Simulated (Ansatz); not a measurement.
**A computed series for SnO2: response to strain**

Base system: SnO$_{2}$ in the rutile structure (space group P4_2/mnm, No. 136; a = 4.722 Å, c = 3.190 Å). Axes: x, y, z lie along a, b, c of the conventional cell.

Strains are applied to the cell and any free atomic positions relax.

All numbers come from Ansatz (a first-principles code) LDA, no SOC.

Notes on the quantities. pressure: mean of the normal stresses, compression positive; energy relative to the base: free energy F.

| variant | pressure | electron mass | energy relative to the base |
|---|---|---|---|
| base | 0.00 GPa | 0.18 mₑ along c, 0.20 mₑ across (at Γ) | 0 meV/atom |
| uniaxial strain ε_zz = +0.60 % | -1.45 GPa | 0.18 mₑ along z, 0.20 mₑ across (at Γ) | +0.6 meV/atom |
| uniaxial strain ε_zz = +1.20 % | -2.85 GPa | 0.17 mₑ along z, 0.19 mₑ across (at Γ) | +2.2 meV/atom |
| uniaxial strain ε_zz = +1.80 % | -4.20 GPa | 0.17 mₑ along z, 0.18 mₑ across (at Γ) | +4.9 meV/atom |
| uniaxial strain ε_zz = +2.40 % | -5.50 GPa | 0.16 mₑ along z, 0.17 mₑ across (at Γ) | +8.7 meV/atom |
| uniaxial strain ε_zz = +3.00 % | -6.75 GPa | 0.16 mₑ (at Γ) | +13 meV/atom |

The levels and masses belong to the bands next to the band gap. Effective masses come from finite differences of ±0.01 Å⁻¹. Whether these cells are dynamically stable was not tested.
